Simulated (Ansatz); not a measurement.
Consider Be$_{3}$As$_{2}$ (space group P-3m1, No. 164; a = 3.630 Å, c = 6.010 Å; a hypothetical phase, not in the database extracts checked). Axes: x lies along a and z along c of the hexagonal cell.

(Cell as relaxed with PBE.)

Levels (all Ansatz, an electronic-structure program, PAW): PBE (420 eV, no SOC); PBEsol (420 eV, no spin-orbit coupling).

Each level relaxes its own structure.

| base | PBE | PBEsol |
|---|---|---|
| volume per atom | 13.72 Å³ | 13.37 Å³ |
| lattice parameter a | 3.630 Å | 3.599 Å |
| band gap | zero | zero |

One thing is altered: the cell is compressed by 3.23 % along z with no lateral relaxation; the atoms relax in the strained cell.

```csv
quantity,PBE,PBEsol
energy relative to the base (free energy F),+11 meV/atom,+11 meV/atom
"pressure (mean of the normal stresses, compression positive)",3.4 GPa,3.6 GPa
shortest interatomic distance,2.225 Å,2.213 Å
largest internal atomic displacement,0.019 Å,0.019 Å
band gap,zero,zero
```

PBE's pressure lies 0.2 GPa below PBEsol's; PBE's shortest interatomic distance lies 0.012 Å above PBEsol's (0.5 %); the two agree on the energy relative to the base, largest internal atomic displacement and band gap. Neither level is exact; PBEsol is the comparison here, not a measurement.

Without a gap, meshes like the base's 15×15×8 leave anisotropic stresses uncertain by several tenths of a GPa, and small strain energies with them. Stability against distortions was not tested. The final runs are not spin-polarised. A zero or small gap of Be3As2 can be the functional's error rather than a property of the material.
